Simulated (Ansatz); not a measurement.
Mn_Si in beta Si3N4: one set of geometries, relaxed with PBE, evaluated in Ansatz (PAW, plane waves to 420 eV, 500 eV under r2SCAN) with PBE, r2SCAN.

Details: 84-site cell; 2×2×2 shifted k-points; start: the Si(1,4-fold) site; charged states image-corrected; no Hubbard U; energies good to tenths of an eV; flagged in the runs: a host whose relaxation on this sampling wasn't shown to rest.

| quantity | PBE | r2SCAN |
|---|---|---|
| host gap (eV) | 4.25 | ___ |
| ε(+1/0) above the VBM (eV) | 0.64 | ___ |
| ε(0/−1) above the VBM (eV) | 1.48 | ___ |
| ε(−1/−2) above the VBM (eV) | 2.64 | ___ |
| largest moment on one atom at charge +1 (μB) | 1.43 | ___ |
| neutral formation energy against fcc-type Mn, layered antiferromagnet, silicon (eV) | 3.85 | ___ |
| largest moment on one atom at charge 0 (μB) | 2.13 | ___ |
| largest moment on one atom at charge −1 (μB) | 2.84 | ___ |
| largest moment on one atom at charge −2 (μB) | 3.53 | ___ |

**Question.** Given the lower rungs, what does r2SCAN give?

**Answer.** 
- host gap (eV), r2SCAN: 4.90
- ε(+1/0) above the VBM (eV), r2SCAN: 0.50
- ε(0/−1) above the VBM (eV), r2SCAN: 1.38
- ε(−1/−2) above the VBM (eV), r2SCAN: 2.61
- largest moment on one atom at charge +1 (μB), r2SCAN: 1.61
- neutral formation energy against fcc-type Mn, layered antiferromagnet, silicon (eV), r2SCAN: 3.83
- largest moment on one atom at charge 0 (μB), r2SCAN: 2.29
- largest moment on one atom at charge −1 (μB), r2SCAN: 3.00
- largest moment on one atom at charge −2 (μB), r2SCAN: 3.68

Ansatz is a quantum-chemistry and plane-wave program.
